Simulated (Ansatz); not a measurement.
BiSb in the zinc blende structure (space group F-43m, No. 216; a hypothetical phase, not in the database extracts checked)

```
CELL_PARAMETERS angstrom
      0.00000     3.51107     3.51107
      3.51107     0.00000     3.51107
      3.51107     3.51107     0.00000
ATOMIC_POSITIONS crystal
  Sb 0.75000 0.75000 0.75000
  Bi 0.00000 0.00000 0.00000
```

The values are results of Ansatz (a quantum-chemistry and plane-wave program) PBEsol, scalar-relativistic without spin-orbit coupling, not measurements. k-mesh 12×12×12 (Γ-centred); smearing 0.05 eV (Fermi–Dirac).

* **Volume per atom**: 43.28 Å³
* **Density**: 6.34 g/cm³
* **Band gap**: zero
* **Total energy**: -9324.733 eV/atom (σ→0; compares only within this code and set-up)

Stability against distortions was not tested. The final runs are not spin-polarised.
